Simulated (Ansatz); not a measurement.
Base system: Te (space group P3_121, No. 152; a = 4.624 Å, c = 5.903 Å; made of chains).

Computed with r2SCAN (Ansatz, a first-principles code, PAW, spin-orbit coupling left out).

Before the change:

The gap character is indirect, L–H (80 % along) → H. The gap between the host's bands is 0.55 eV.

One thing is altered: 0.164 electrons added to each cell, a density of 1.5×10^21 cm⁻³, with a uniform compensating background at fixed cell and a 300 K Fermi–Dirac width.

### Question
What happens to the Fermi level from band edge?

### Answer
The Fermi level relative to the doped band's edge (positive inside the band; to 0.05 eV) amounts to +0.40 eV.

### Question
How does this affect the gap character?

### Answer
The gap character is still indirect, L–H (80 % along) → H.

### Question
Estimate the effect on the largest internal atomic displacement.

### Answer
The largest internal atomic displacement is 0.018 Å.

### Question
Predict the new gap between the host's bands.

### Answer
The gap between the host's bands stays essentially unchanged (0.55 eV against 0.54 eV).

Charged cell with a jellium background: band edges are those of the host's band count, energies are not comparable with the neutral cell, and many-body gap narrowing is missing. Spin-orbit coupling, missing from the scalar runs, can matter with Te. Stability against distortions was not tested. No dispersion term is included, though the crystal is made of layers, chains or molecules, so its spacings can come out too wide.
